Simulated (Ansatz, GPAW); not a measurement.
An Ansatz (an electronic-structure program) input for a self-consistent single point of AlAs (F-43m, 2 atoms in the cell) (DFT, LDA (PW92), plane waves, default PAW files made with PBE):

Ansatz 0.2 input:
```yaml
crystal:
  lattice:
    - [0.000000, 2.830000, 2.830000]
    - [2.830000, 0.000000, 2.830000]
    - [2.830000, 2.830000, 0.000000]
  atoms:
    - { symbol: Al, position_ang: [0.000000, 0.000000, 0.000000] }
    - { symbol: As, position_ang: [1.415000, 1.415000, 1.415000] }
basis:
  ecutwfc: 30.9 Ry
kpoints:
  mp_grid: { grid: [8, 8, 8] }
hamiltonian:
  xc: lda
  pseudopotentials: { kind: paw }
scf:
  occupations: { method: fermi_dirac, width: 0.0037 Ry }
output:
  forces: true
  eigenvalues: true
  stress: true
```

**Question.** Write the same calculation as an input for GPAW.

**Answer.** One input that does it (others would too):

```python
from ase import Atoms
from ase.units import GPa
from gpaw import GPAW

atoms = Atoms(['Al', 'As'],
              cell=[[0.000000, 2.830000, 2.830000],
                    [2.830000, 0.000000, 2.830000],
                    [2.830000, 2.830000, 0.000000]],
              positions=[[0.000000, 0.000000, 0.000000],
                         [1.415000, 1.415000, 1.415000]],
              pbc=True)

calc = GPAW(mode={'name': 'pw', 'ecut': 600},
            xc='LDA',
            kpts={'size': (8, 8, 8), 'gamma': True},
            occupations={'name': 'fermi-dirac', 'width': 0.05},
            nbands=-4,
            convergence={'density': 1e-05, 'bands': -2},
            symmetry={'symmorphic': False, 'tolerance': 0.0005},
            maxiter=100,
            txt='-')

atoms.calc = calc

energy = atoms.get_potential_energy()
print('Energy (eV):', round(energy, 6))
forces = atoms.get_forces()
print('Forces (eV/Ang):')
print(forces.round(5))
stress = atoms.get_stress()
print('Stress (GPa, Voigt):', (stress / GPa).round(4))
```

Basis settings and potentials, where a program has them, do not carry over. This input uses DFT LDA (Perdew-Wang 92), plane waves, GPAW PAW datasets LDA (gpaw-data 1.0.1). LDA parametrisations can differ slightly between programs. The width in Ry is rounded to four decimals. Both were run: pressure -1.23 GPa in Ansatz and -0.93 in GPAW; gap on the mesh 1.350 eV in Ansatz and 1.342 in GPAW. Ansatz's pressure is the one without its finite-basis correction.

On GPAW: the starting cell has typed, rounded lattice constants, without a prior relaxation at this level.

On Ansatz: the starting cell has typed, rounded lattice constants, without a prior relaxation at this level.
